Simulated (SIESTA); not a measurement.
SIESTA run on MgNi3C (Pm-3m, 5 atoms in the cell): self-consistent single point.

Computed with LDA PW92, numerical atomic orbitals DZP, PseudoDojo LDA standard norm-conserving potentials (rewritten from UPF to PSML) in SIESTA.

The change in words: lattice scaled by 0.98. Reference geometry:
```
MgNi3C
1.0
    3.70186     0.00000     0.00000
    0.00000     3.70186     0.00000
    0.00000     0.00000     3.70186
Mg Ni C
1 3 1
Direct
  0.00000   0.00000   0.00000
  0.00000   0.50000   0.50000
  0.50000   0.00000   0.50000
  0.50000   0.50000   0.00000
  0.50000   0.50000   0.50000
```
Moments meant for the start (each program seeds them in its own way; μB, in the order of the atoms Mg Ni Ni Ni C): 0.0 2.0 2.0 2.0 0.0.

Reference input (self-consistent single point, DFT, LDA PW92, numerical atomic orbitals DZP, PseudoDojo LDA standard norm-conserving potentials (rewritten from UPF to PSML)): XC.functional = LDA; XC.authors = PW92; potentials = PseudoDojo LDA standard; PAO.BasisSize = DZP; PAO.EnergyShift = 0.01 Ry; MeshCutoff = 300 Ry; kgrid.MonkhorstPack = 9 9 9; OccupationFunction = MP; OccupationMPOrder = 0; ElectronicTemperature = 0.2 eV; Spin = polarized; DM.InitSpin = [1 +0.00, 2 +2.00, 3 +2.00, 4 +2.00, 5 +0.00]. This run's input differs from it in these lines:

```diff
@@ -13,5 +13,5 @@
 %block LatticeVectors
-     6.995509111    0.000000000    0.000000000
-     0.000000000    6.995509111    0.000000000
-     0.000000000    0.000000000    6.995509111
+     6.855599458    0.000000000    0.000000000
+     0.000000000    6.855599458    0.000000000
+     0.000000000    0.000000000    6.855599458
 %endblock LatticeVectors
@@ -20,6 +20,6 @@
      0.000000000    0.000000000    0.000000000  1
-     0.000000000    3.497754555    3.497754555  2
-     3.497754555    0.000000000    3.497754555  2
-     3.497754555    3.497754555    0.000000000  2
-     3.497754555    3.497754555    3.497754555  3
+     0.000000000    3.427799729    3.427799729  2
+     3.427799729    0.000000000    3.427799729  2
+     3.427799729    3.427799729    0.000000000  2
+     3.427799729    3.427799729    3.427799729  3
 %endblock AtomicCoordinatesAndAtomicSpecies
```

Log, with long lists cut:

```
        iscf     Eharris(eV)        E_KS(eV)     FreeEng(eV)     dDmax    Ef(eV) dHmax(eV)
   scf:    1   -15357.074097   -15434.931082   -15434.983536  0.985980 -1.249165 18.372190
     spin moment: {S} , |S| = {        0.0        0.0    2.52746 }     2.52746
   scf:    2   -15464.027340   -15451.128460   -15451.173335  0.377899 -2.409675 10.823451
     spin moment: {S} , |S| = {        0.0        0.0    2.18044 }     2.18044
   scf:    3   -15461.561031   -15459.526627   -15459.566659  0.375053 -3.775858  3.268043
     spin moment: {S} , |S| = {        0.0        0.0    1.55034 }     1.55034
   [... lines left out ...]
     spin moment: {S} , |S| = {        0.0        0.0   -0.00208 }    -0.00208
   scf:   18   -15459.879498   -15459.879498   -15459.962154  0.000020 -3.974860  0.000328
     spin moment: {S} , |S| = {        0.0        0.0   -0.00179 }    -0.00179
   scf:   19   -15459.879496   -15459.879497   -15459.962154  0.000026 -3.974882  0.000310
     spin moment: {S} , |S| = {        0.0        0.0   -0.00151 }    -0.00151
   scf:   20   -15459.879496   -15459.879497   -15459.962154  0.000004 -3.974882  0.000321
     spin moment: {S} , |S| = {        0.0        0.0   -0.00144 }    -0.00144
SCF Convergence by DM+H criterion
max |DM_out - DM_in|         :     0.0000042013
max |H_out - H_in|      (eV) :     0.0003207953
SCF cycle converged after 20 iterations

Using DM_out to compute the final energy and forces

siesta: E_KS(eV) =           -15459.8795

siesta: E_KS - E_eggbox =    -15459.8795

siesta: Atomic forces (eV/Ang):
     1   -0.000000    0.000000    0.000000
     2   -0.000000   -0.000000   -0.000000
     3    0.000000   -0.000000   -0.000000
     4    0.000000   -0.000000   -0.000000
     5   -0.000000   -0.000000    0.000000
   Tot   -0.000000   -0.000000   -0.000000
   Max    0.000000
   Res    0.000000    sqrt( Sum f_i^2 / 3N )
   Max    0.000000    constrained

Stress tensor Voigt[x,y,z,yz,xz,xy] (kbar):     -276.34     -276.34     -276.34       -0.00       -0.00       -0.00
   [... lines left out ...]
siesta: FreeEng =    -15459.962154
siesta: Cell volume =         47.746298 Ang**3
siesta:         276.33754000        276.33754000  kBar
   [... lines left out ...]
              0.042   0.042   0.026   0.042   0.026

mulliken: Qtot =       34.001

Mulliken Atomic Populations:
Atom #   charge [q] valence [e]      Sz [e]  Species
     1    -0.084393   10.084393   -0.000005  Mg
     2     0.219792   17.780208   -0.000393  Ni
     3     0.219791   17.780209   -0.000393  Ni
     4     0.219791   17.780209   -0.000393  Ni
     5    -0.574981    4.574981   -0.000258  C
 Total     0.000000               -0.001444
```

The run converged in 20 iterations. Against the reference run the free energy rises by 71.2 meV/atom and the pressure goes from 10.64 to 27.63 GPa.

The starting cell comes from a database of computed structures (which also holds hypothetical and non-ambient phases and stackings), without a prior relaxation at this level. Its lattice was rescaled by a random factor within 2.5 % of one. For this run, on top of that: lattice scaled by 0.98. The starting moments vanished: the run ended non-magnetic, which need not be the lowest state. Values carry the incompleteness of an atom-centred basis. With a pressure of about 28 GPa the cell is away from its equilibrium volume at this level.

Cost on one core of a shared machine: roughly 3 min.
